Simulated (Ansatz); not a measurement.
The structure below was relaxed with DFT with PBE-D3(BJ), PAW potentials and a 420 eV plane-wave cutoff in Ansatz (a program for electronic structure), no spin-orbit coupling, earlier PAW set.

```yaml
crystal:
  lattice:
    - [4.31574, 0.00000, 0.00000]
    - [-2.15787, 3.73754, 0.00000]
    - [0.00000, 0.00000, 12.11723]
  atoms:
    - { symbol: Sn, position: [0.33333, 0.66667, 0.25000] }
    - { symbol: Sn, position: [0.66667, 0.33333, 0.75000] }
    - { symbol: Pb, position: [0.33333, 0.66667, 0.59826] }
    - { symbol: Pb, position: [0.66667, 0.33333, 0.09826] }
    - { symbol: Pb, position: [0.66667, 0.33333, 0.40174] }
    - { symbol: Pb, position: [0.33333, 0.66667, 0.90174] }
```

### Question
Find the space group and the Wyckoff positions.

### Answer
Space group P6₃/mmc (No. 194); a = b = 4.3157 Å, c = 12.1172 Å, α = β = 90.00°, γ = 120.00°

| atom | site | symmetry | x | y | z |
|---|---|---|---|---|---|
| Sn | 2c | -6m2 | 0.3333 | 0.6667 | 0.2500 |
| Pb | 4f | 3m. | 0.6667 | 0.3333 | 0.0983 |

### Question
Describe the coordination.

### Answer
The crystal has 6 atoms in its conventional cell. Lattice parameters: a = b = 4.316 Å, c = 12.117 Å, α = β = 90.00°, γ = 120.00°. Sn is coordinated by 6 Pb at 3.097 Å (trigonal prismatic). Pb is surrounded by 3 Sn at 3.097 Å and 3 Pb at 3.447 Å and 1 Pb at 3.677 Å. (Neighbours: up to the widest gap in distance over summed covalent radii, below 1.35, at either atom.)

No phonon test of stability was made. The cell was made from SnS2 by this change: S → Pb; the result is a hypothetical phase, not in the database extracts checked.
